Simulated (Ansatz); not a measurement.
Related cells compared by their band gap.

Cell A: NaCl (rock salt, Fm-3m), 2 atoms in the cell, k-point mesh 10×10×10 on the run's own vectors.
```
NaCl
1.0
    0.00000     2.84627     2.84627
    2.84627     0.00000     2.84627
    2.84627     2.84627     0.00000
Na Cl
1 1
Direct
  0.00000   0.00000   0.00000
  0.50000   0.50000   0.50000
```

Cell B: CaO (rock salt, Fm-3m), 2 atoms in the cell, k-point mesh 12×12×12 on the run's own vectors.
```xyz
2
Lattice="0.0000 2.4151 2.4151 2.4151 0.0000 2.4151 2.4151 2.4151 0.0000" Properties=species:S:1:pos:R:3 pbc="T T T"
Ca     0.0000     0.0000     0.0000
O      2.4151     2.4151     2.4151
```

Cell C: PbS (rock salt, Fm-3m), 2 atoms in the cell, k-point mesh 10×10×10 on the run's own vectors.
```yaml
crystal:
  lattice:
    - [0.00000, 3.00456, 3.00456]
    - [3.00456, 0.00000, 3.00456]
    - [3.00456, 3.00456, 0.00000]
  atoms:
    - { symbol: Pb, position: [0.00000, 0.00000, 0.00000] }
    - { symbol: S, position: [0.50000, 0.50000, 0.50000] }
```

Cell D: TiC (rock salt, Fm-3m), 2 atoms in the cell; spin state with PBE: run without spin, k-point mesh 14×14×14 on the run's own vectors.
```yaml
crystal:
  lattice:
    - [0.00000, 2.16621, 2.16621]
    - [2.16621, 0.00000, 2.16621]
    - [2.16621, 2.16621, 0.00000]
  atoms:
    - { symbol: Ti, position: [0.00000, 0.00000, 0.00000] }
    - { symbol: C, position: [0.50000, 0.50000, 0.50000] }
```

All numbers come from Ansatz (a program for electronic structure), plane waves with PAW, its PAW set soft_1, cutoff 420 eV. The structures are at rest with PBE. Neutral cells; Fermi-Dirac smearing of at most 0.05 eV in the solids, energies taken to zero width. Spin-orbit coupling is left out. A dispersion term ran beside these levels; it doesn't touch the electrons. Gaps are highest filled to lowest empty Kohn-Sham level on the run's k-point mesh, states of defects and surfaces included; edges off the mesh make the true gap smaller, and under 0.08 eV counts as none; a gap is called direct where the least direct separation is within 0.02 eV of it.

Q: Predict the band gap (eV) of each cell with PBE.

A: 
```tsv
system	PBE
A	5.00 (direct)
B	3.66 (indirect)
C	0.50 (direct)
D	none
```

With PBE the value is lowest for D and highest for A.
